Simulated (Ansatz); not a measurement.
# Ir, response to strain

The reference is Ir in the fcc (Cu type) structure (space group Fm-3m, No. 225; a = 3.8450 Å; relaxed with 0.1 eV smearing).

Strains are applied to the cell and any free atomic positions relax.

All numbers come from r2SCAN (Ansatz, a quantum-chemistry and plane-wave program, PAW, no spin-orbit coupling).

```json
[
 {"isotropic strain (%)": "0", "pressure (GPa)": "0.0"},
 {"isotropic strain (%)": "0.5", "pressure (GPa)": "-5.4"},
 {"isotropic strain (%)": "1", "pressure (GPa)": "-10.4"},
 {"isotropic strain (%)": "1.5", "pressure (GPa)": "?"},
 {"isotropic strain (%)": "2", "pressure (GPa)": "-19.2"},
 {"isotropic strain (%)": "2.5", "pressure (GPa)": "-23.1"},
 {"isotropic strain (%)": "3", "pressure (GPa)": "-26.6"}
]
```

**Question.** Fit P = P₀ − Bδ + Cδ² with δ = (1 + ε)³ − 1 to the rows shown and predict the withheld row.

**Answer.** Least squares on the printed values gives P₀ = 0.0 GPa, B = 368 GPa, C = 877 GPa (largest residual 0.0 GPa); this predicts -15.0 GPa, and the run gives -15.0 GPa, in agreement.

No phonon test of stability was made. The final runs are not spin-polarised.
